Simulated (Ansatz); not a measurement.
Co on the 1x1 (101) surface of tetragonal HfO2 (a metastable polymorph) (cut with top plane O), one in a 2x1 cell, energies for each (46.0 Å²). Energies are against an atom of hcp Co, ferromagnetic, without zero-point or thermal terms; each row is named by its start (#2, #3: further inequivalent places of a kind).

Host crystal: tetragonal HfO2, with a band gap (PBE, scalar-relativistic without spin-orbit coupling).

Method: PBE (plane waves to 420 eV, PAW; Ansatz, a quantum-chemistry and plane-wave program).

Slab: 37 atoms, 7.6 Å thick at the start under the adsorbate (thin: gaps and levels are the slab's own); k 3x3x1, smearing 0.01 eV, dipole-corrected; 16 atoms held, the rest relaxed; each run with such symmetry as its start has; spin-polarised, no spin-orbit, no U, no dispersion correction.

A negative adsorption energy means that the adsorbate is more stable on the surface than in its reference. Starts that drift may end in the same place. Heights count from the host atoms within 0.3 Å of the top one.

| starting site | E_ads (eV) | height (Å) | nearest host atom (Å) | bonded to | change of the vacuum step (eV) | lateral drift (Å) | moment (μB) |
|---|---|---|---|---|---|---|---|
| top O | 3.53 | 1.32 | O 1.83 | 2 Hf + O | 0.07 | 1.1 | 3.0 |
| top O #2 (the adsorbate broke or entered a bond of the host) | 3.61 | 1.45 | O 1.88 | 3 Hf + O | 0.07 | 1.0 | 3.0 |
| top Hf (the adsorbate broke or entered a bond of the host) | 3.75 | 1.02 | O 1.82 | 3 Hf + O | 0.07 | 1.2 | 3.0 |
| over Hf at depth 1.0 Å | 3.79 | 1.42 | O 2.28 | Hf | 0.12 | 1.1 | 3.0 |
| over O at depth 1.5 Å | 3.53 | 1.32 | O 1.83 | 2 Hf + O | 0.06 | 1.0 | 3.0 |
| hollow beside Hf (the adsorbate broke or entered a bond of the host) | 3.30 | 1.14 | O 1.84 | 2 Hf + O | -0.03 | 2.0 | 3.0 |
| hollow Hf-Hf-O-O-O over O at depth 1.8 Å (the adsorbate broke or entered a bond of the host) | 3.74 | 1.16 | O 2.18 | 3 Hf + O | 0.27 | 0.2 | 3.0 |
| bridge Hf-O (span 2.0 Å) (the adsorbate broke or entered a bond of the host) | 3.55 | 1.42 | O 1.87 | 3 Hf + O | 0.09 | 1.7 | 3.0 |
| bridge O-O (span 4.0 Å) (the adsorbate broke or entered a bond of the host) | 3.30 | 1.15 | O 1.84 | 2 Hf + O | -0.01 | 1.3 | 3.0 |
